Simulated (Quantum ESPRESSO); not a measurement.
Worked example: self-consistent single point of TiO2 (Imm2, 6 atoms in the cell) in Quantum ESPRESSO.

Method: LDA (PZ), GBRV 1.5 ultrasoft (LDA) pseudopotentials (plane waves; Quantum ESPRESSO 7.5).

```yaml
crystal:
  lattice:
    - [-1.88304, 1.88304, 4.73123]
    - [1.88304, -1.88304, 4.73123]
    - [1.88304, 1.88304, -4.73123]
  atoms:
    - { symbol: Ti, position: [0.75528, 0.25528, 0.50000] }
    - { symbol: Ti, position: [0.00000, 0.00000, 0.00000] }
    - { symbol: O, position: [0.54200, 0.04200, 0.50000] }
    - { symbol: O, position: [0.79200, 0.79200, 0.00000] }
    - { symbol: O, position: [0.20800, 0.20800, 0.00000] }
    - { symbol: O, position: [0.95800, 0.45800, 0.50000] }
```

Reference input (self-consistent single point, DFT, LDA (PZ), plane waves, GBRV 1.5 ultrasoft (LDA) pseudopotentials): ecutwfc = 50 Ry; ecutrho = 400 Ry; occupations = smearing; smearing = fermi-dirac; degauss = 0.00147 Ry; potentials = {Ti: ti_lda_v1.4.uspp.F.UPF, O: o_lda_v1.2.uspp.F.UPF}; K_POINTS = automatic 4 4 4 0 0 0; conv_thr = 1e-11 Ry; mixing_beta = 0.7. This run's input differs from it in these lines:

```diff
@@ -36,3 +36,3 @@
 K_POINTS {automatic}
-4 4 4  0 0 0
+5 5 5  0 0 0
```

The program printed (abridged):

```
     Self-consistent Calculation

     iteration #  1     ecut=    50.00 Ry     beta= 0.70

     negative rho (up, down):  2.785E-03 0.000E+00

     total energy              =    -367.77049003 Ry
     estimated scf accuracy    <       1.15034437 Ry

     iteration #  2     ecut=    50.00 Ry     beta= 0.70

     negative rho (up, down):  1.045E-03 0.000E+00

     total energy              =    -365.04910982 Ry
     estimated scf accuracy    <      23.83821971 Ry

     iteration #  3     ecut=    50.00 Ry     beta= 0.70

     negative rho (up, down):  1.109E-03 0.000E+00

     total energy              =    -368.45892750 Ry
     estimated scf accuracy    <       0.30987157 Ry

   [... 13 blocks of this kind left out ...]

     iteration # 17     ecut=    50.00 Ry     beta= 0.70

     negative rho (up, down):  1.386E-03 0.000E+00

     total energy              =    -368.43141398 Ry
     estimated scf accuracy    <          5.0E-11 Ry

     iteration # 18     ecut=    50.00 Ry     beta= 0.70

     negative rho (up, down):  1.386E-03 0.000E+00
     End of self-consistent calculation

     the Fermi energy is     8.3351 ev

!    total energy              =    -368.43141398 Ry
     estimated scf accuracy    <          2.8E-12 Ry
     smearing contrib. (-TS)   =       0.00000000 Ry
     internal energy E=F+TS    =    -368.43141398 Ry

     convergence has been achieved in  18 iterations

     negative rho (up, down):  1.386E-03 0.000E+00

     Forces acting on atoms (cartesian axes, Ry/au):

     atom    1 type  1   force =     0.00000000   -0.00000000   -0.03373357
     atom    2 type  1   force =     0.00000000    0.00000000    0.01682919
     atom    3 type  2   force =     0.00000000    0.00000000    0.00145997
     atom    4 type  2   force =     0.00000000    0.00000000    0.00364915
     atom    5 type  2   force =     0.00000000    0.00000000    0.00488043
   [... lines left out ...]
     Total force =     0.038836     Total SCF correction =     0.000003
   [... lines left out ...]

     negative rho (up, down):  1.386E-03 0.000E+00
          total   stress  (Ry/bohr**3)                   (kbar)     P=      -26.28
  -0.00001411   0.00000000  -0.00000000           -2.08        0.00       -0.00
   0.00000000  -0.00042139   0.00000000            0.00      -61.99        0.00
  -0.00000000   0.00000000  -0.00010042           -0.00        0.00      -14.77

   JOB DONE.
```

The run converged in 18 iterations. Against the reference run the free energy hardly moves (within 1 meV/atom), the pressure moves little (-2.62 to -2.63 GPa), the largest force moves little (0.874 to 0.867 eV/Å) and the gap on the mesh goes from 2.090 to 2.069 eV.

The starting cell has typed, rounded lattice constants, without a prior relaxation at this level. Its lattice was rescaled by up to half a per cent. One atom was moved a little off its site on purpose.

Cost on one core of a shared machine: roughly 3 min.
